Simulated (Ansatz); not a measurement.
Structures of equal composition on the (111) surface of fcc Ag: a layer of Si in place of the second plane; a layer of Si in place of the third plane. The slabs share one bottom face, and each structure is named by its start. These are constructed structures in small cells; real faces may alloy, dewet or reconstruct in larger ones, and not all known structures of the face are among them. Slabs of about 12 Å, Fermi-Dirac smearing of 0.1 eV. Bottom of the slabs: a bare face, its two planes held. Relaxed from the named starts with such symmetry as they have, on meshes of like density; energies extrapolated to zero smearing; spin only where a row says so; no spin-orbit coupling, no U. Brackets mark spin-polarised runs, whose order is one that fits the cell.

Computed with PBE (plane waves to 420 eV, PAW; Ansatz, a quantum-chemistry and plane-wave program).

Q: Order them by energy per 1x1 cell (lowest first) at the level PBE.

A: a layer of Si in place of the third plane (0.000 eV), a layer of Si in place of the second plane (0.049 eV)
